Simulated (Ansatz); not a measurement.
**Effect of isotropic strain −1.95 % on GaIr**

Start from GaIr in the CsCl type structure (space group Pm-3m, No. 221; a = 3.020 Å; relaxed with 0.1 eV smearing).

One thing is altered: every lattice vector is shortened by 1.95 %, atoms relaxed at fixed cell.

The values are results of DFT with PBEsol, PAW potentials and a 420 eV plane-wave cutoff in Ansatz (an electronic-structure program), no spin-orbit coupling, not measurements. k-mesh 19×19×19 (Γ-centred); smearing 0.1 eV (Fermi–Dirac).

The space group stays Pm-3m (No. 221) and the shortest interatomic distance falls by 0.051 Å (2.615 Å → 2.564 Å). The energy increases by 39 meV/atom and the pressure goes from zero to 16.6 GPa. The band gap is still zero.

Final structure:

```
GaIr
1.0
    2.96109     0.00000     0.00000
    0.00000     2.96109     0.00000
    0.00000     0.00000     2.96109
Ga Ir
1 1
Direct
  0.00000   0.00000   0.00000
  0.50000   0.50000   0.50000
```

Stability against distortions was not tested. The final runs are not spin-polarised.
